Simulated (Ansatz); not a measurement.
Convergence study of the plane-wave cutoff for LaAl3Cu (I4mm, 5 atoms in the cell)

```
LaAl3Cu
1.0
   -2.12922     2.12922     5.30752
    2.12922    -2.12922     5.30752
    2.12922     2.12922    -5.30752
La Al Cu
1 3 1
Cartesian
  0.00000   0.00000  10.63521
  0.00000   0.00000   4.27669
  2.12922   0.00000   2.61714
  0.00000   2.12922   2.61714
  0.00000   0.00000   6.69618
```

Level of theory: PBEsol, default PAW files made with PBE (plane waves; Ansatz, a program for electronic structure).

Base settings: basis.ecutwfc = 30.9 Ry; kpoints.mp_grid.grid = 8 8 8; hamiltonian.xc = pbesol; hamiltonian.pseudopotentials = {kind: paw} (the program's default PAW files); scf.occupations.method = gaussian; scf.occupations.width = 0.0073 Ry.

The second cell is the first with its lattice scaled by 0.98.

The mesh stays at the base's, so the ladder's end is converged at best in this setting alone.

The first pressure column holds Ansatz's estimate of the finite-basis (Pulay) stress, which hides part of the cutoff error; the other is without it.

Only quantities that move along the ladder and can be compared are tabulated.

The count of work is k-points × plane waves × bands × iterations; it is no time. Core times come from one kind of shared machine, to one figure; runs under 30 s give none.

The starting cell comes from a database of computed structures (which also holds hypothetical and non-ambient phases and stackings), without a prior relaxation at this level. Its lattice was rescaled by up to half a per cent. One atom was moved a little off its site on purpose. Spin polarisation is off.

Steps (basis.ecutwfc): 10.7 Ry; 12.5 Ry; 14 Ry; 15.4 Ry; 16.9 Ry; 18.4 Ry; 21.7 Ry; 24.6 Ry; 27.9 Ry; 30.9 Ry; 33.8 Ry; 37.1 Ry; 41.5 Ry; 46.3 Ry; 54 Ry; 61.7 Ry; 74.2 Ry.

Question: What is the coarsest basis.ecutwfc that holds the pressure within 1 GPa of the last step, with all finer ones?

Answer: 16.9 Ry, at 0.096 of the last step's count of work; the step before is off by 1.8 GPa.

Question: What is the coarsest basis.ecutwfc that holds the energy of the compressed cell less the first within 2 meV/atom of the last step, with all finer ones?

Answer: 24.6 Ry, at 0.19 of the last step's count of work; the step before is off by 2.6 meV/atom.

Question: What is the coarsest basis.ecutwfc that holds the free energy within 1 meV/atom of the last step, with all finer ones?

Answer: 30.9 Ry, at 0.27 of the last step's count of work; the step before is off by 2.6 meV/atom.

```tsv
basis.ecutwfc	free energy less the last step's (meV/atom)	energy of the compressed cell less the first (meV/atom)	pressure (GPa)	pressure without the Pulay estimate (GPa)	largest difference of a force vector from the last step's (eV/Å)	count of work / last	core time / last (rough)
10.7 Ry	21421.00	120.08	7.32	-589.40	0.791	0.081	–
12.5 Ry	9319.90	47.99	6.97	-289.32	0.240	0.087	–
14 Ry	4712.89	45.21	2.22	-162.22	0.143	0.082	–
15.4 Ry	2519.89	20.35	1.49	-96.08	0.116	0.094	–
16.9 Ry	1265.94	21.96	0.29	-54.51	0.038	0.096	–
18.4 Ry	625.16	20.38	0.27	-30.66	0.071	0.14	–
21.7 Ry	109.90	20.67	0.12	-7.44	0.041	0.14	–
24.6 Ry	18.53	19.06	-0.15	-1.77	0.005	0.19	–
27.9 Ry	2.64	18.16	-0.26	-0.47	0.003	0.23	–
30.9 Ry	0.84	18.09	-0.27	-0.31	0.000	0.27	–
33.8 Ry	0.47	18.08	-0.27	-0.28	0.000	0.31	–
37.1 Ry	0.28	18.08	-0.27	-0.28	0.000	0.35	–
41.5 Ry	0.17	18.08	-0.27	-0.27	0.000	0.42	0.3
46.3 Ry	0.12	18.07	-0.27	-0.27	0.000	0.50	0.3
54 Ry	0.07	18.07	-0.27	-0.27	0.000	0.62	0.5
61.7 Ry	0.03	18.06	-0.27	-0.27	0.000	0.76	0.5
74.2 Ry	0.00	18.06	-0.27	-0.27	0.000	1.0	1
```

The energy difference between the two cells stays within 1 meV/atom of the last step's from 24.6 Ry on, the total only from 30.9 Ry on: much of the error is common to both cells and cancels.

Two neighbours can agree and both be off: 18.4 Ry and 21.7 Ry differ by 0.29 meV/atom in the energy of the compressed cell less the first, yet lie about 2.6 meV/atom from the last step.

At the lowest cutoff the pressure without the Pulay estimate lies 589 GPa under the last step's, the usual sign of Pulay stress in an incomplete plane-wave basis.

Keys are those of Ansatz 0.2.
